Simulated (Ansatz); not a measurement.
Start from CsPbBr3 in the cubic perovskite structure (space group Pm-3m, No. 221; a = 5.7702 Å).

Structures relaxed with Ansatz (a program for electronic structure) LDA, scalar-relativistic without spin-orbit coupling.

Base:

Simulated powder pattern, Cu Kα1, λ = 1.54056 Å (kinematic, ideal powder, no thermal factors, no anomalous dispersion; the 8 strongest lines at most, above 2 %, up to 2θ = 90°):

```json
[
 {"2θ (°)": "15.34", "I/Imax (%)": "38", "hkl": "(100)"},
 {"2θ (°)": "21.76", "I/Imax (%)": "88", "hkl": "(110)"},
 {"2θ (°)": "30.97", "I/Imax (%)": "100", "hkl": "(200)"},
 {"2θ (°)": "38.17", "I/Imax (%)": "43", "hkl": "(211)"},
 {"2θ (°)": "44.37", "I/Imax (%)": "74", "hkl": "(220)"},
 {"2θ (°)": "55.09", "I/Imax (%)": "26", "hkl": "(222)"},
 {"2θ (°)": "73.31", "I/Imax (%)": "34", "hkl": "(420)"},
 {"2θ (°)": "81.68", "I/Imax (%)": "26", "hkl": "(422)"}
]
```

After one change:

Simulated powder pattern, Cu Kα1, λ = 1.54056 Å (kinematic, ideal powder, no thermal factors, no anomalous dispersion; the 8 strongest lines at most, above 2 %, up to 2θ = 90°):

```tsv
2θ (°)	I/Imax (%)
14.89	37
21.12	88
30.05	100
37.02	43
43.01	75
53.35	26
70.85	34
78.83	26
```

Question: Which of these changes matches the shifts?
A. isotropic strain +2.40 %
B. isotropic strain +1.20 %
C. isotropic strain +1.80 %
D. isotropic strain +3.00 %

Answer: D, isotropic strain +3.00 %. Its volume per atom is 41.99 Å³ against 38.42 Å³, and its space group is Pm-3m (No. 221).

Stability against distortions was not tested. Many cubic perovskites are stable only at high temperature; tilts and polar distortions were not tested. This is not the structure that CsPbBr3 has at room temperature and ambient pressure.
